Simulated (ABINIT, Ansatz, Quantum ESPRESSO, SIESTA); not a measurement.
**One structure in several programs: LaTl (Pm-3m, 2 atoms in the cell)**

Self-consistent single point.

```xyz
2
Lattice="3.9724 0.0000 0.0000 0.0000 3.9724 0.0000 0.0000 0.0000 3.9724" Properties=species:S:1:pos:R:3 pbc="T T T"
La     0.0000     0.0000     0.0000
Tl     1.9862     1.9862     1.9862
```

Shared settings, as Ansatz (a quantum-chemistry and plane-wave program) writes them: kpoints.mp_grid.grid = 6 6 6; scf.occupations.method = gaussian; scf.occupations.width = 0.1 eV. Potentials and cutoffs stand in the table.

| code | model | pressure (GPa) | cutoff |
|---|---|---|---|
| ABINIT | PBEsol, norm-conserving pseudopotentials (PseudoDojo nc-sr-04 PBEsol standard) | -1.97 | 110 Ry |
| SIESTA | GGA PBEsol, numerical atomic orbitals DZP, PseudoDojo PBEsol standard norm-conserving potentials (rewritten from UPF to PSML) | -1.53 | grid 350 Ry |
| Ansatz | PBEsol, PAW files made with PBE | -1.95 | default |
| Quantum ESPRESSO | PBEsol, PseudoDojo standard norm-conserving (PBESOL) pseudopotentials | -1.97 | 110 Ry |

On Ansatz's run: spin-orbit coupling is off.

The spread over the programs that give each value: pressure within 0.44 GPa.

SIESTA uses small atom-centred bases, whose incompleteness enters pressures, forces and empty levels differently from a plane-wave cutoff. Ansatz's pressure is given at a fixed set of plane waves, as the other plane-wave codes print theirs.

On the base mesh (8 8 8) the same programs gave: Ansatz pressure -2.05 GPa; Quantum ESPRESSO pressure -2.07 GPa; ABINIT pressure -2.07 GPa; SIESTA pressure -1.65 GPa.

The starting cell comes from a database of computed structures (which also holds hypothetical and non-ambient phases and stackings), without a prior relaxation at this level.

Left out of this page: CP2K (on another mesh); Elk and FLEUR (not drawn, or without a comparable value).

Keys are those of Ansatz 0.2.
